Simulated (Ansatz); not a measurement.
# HfB2: energy against strain

HfB2 (AlB2 type, P6/mmm, 9.732 Å³/atom at rest, c along z) under a strain ε along c (axis z), the other axes held. PBEsol in Ansatz, a plane-wave DFT program (PAW, default set), 420 eV, 21×21×17 Γ-centred mesh, Fermi-Dirac smearing 0.10 eV; ions are relaxed within the symmetry of each cell.

Here s stands for strain and y for E less E0.

```csv
strain (%),E less E0 (meV/atom)
-1.50,3.28
-1.00,1.44
-0.50,0.36
0.00,0.00
0.50,0.36
1.00,1.41
1.50,3.14
3.00,?
```

The 7 complete rows are fitted with a parabola, y against s. Least squares gives y = 0.001 - 0.0343·s + 1.4257·s². Residuals (row less fit): 0.020, -0.021, -0.015, -0.001, 0.020, 0.018, -0.017; standard error 0.023 (degrees of freedom: 4). Twice the quadratic coefficient over the volume, 2 × 1.4257 meV × 10⁴ × 0.1602 / 9.732 Å³, is the elastic constant C33 = 469 ± 3 GPa.

Task: Predict the withheld y at s = 3.00 from the fit, and compare with the calculation.

Result: y = 0.001 - 0.0343 × 3.0 + 1.4257 × 3.0² = 12.729 meV/atom. The calculation gives 12.20 meV/atom, 0.529 meV/atom below the prediction (4.3 % of the range of y in the table). The row lies outside the fitted rows, so this is an extrapolation. From the scatter of the fitted rows alone, a prediction at this place has a standard error of 0.086 meV/atom, so the miss is 6.2 times that.

One order more, fitted to all 13 runs of the series, follows each within 0.01, so the miss is the next term of a smooth law. In a metal these values are sensitive to mesh and smearing; energies are taken to zero smearing, stresses follow the free energy. Rows are the converged runs of the series near zero and its far end; series whose fitted rows scatter by over a few per cent of the range, as at a crossing or softening among them, aren't shown in this form. Most that stay on the fit to the last digits aren't either.
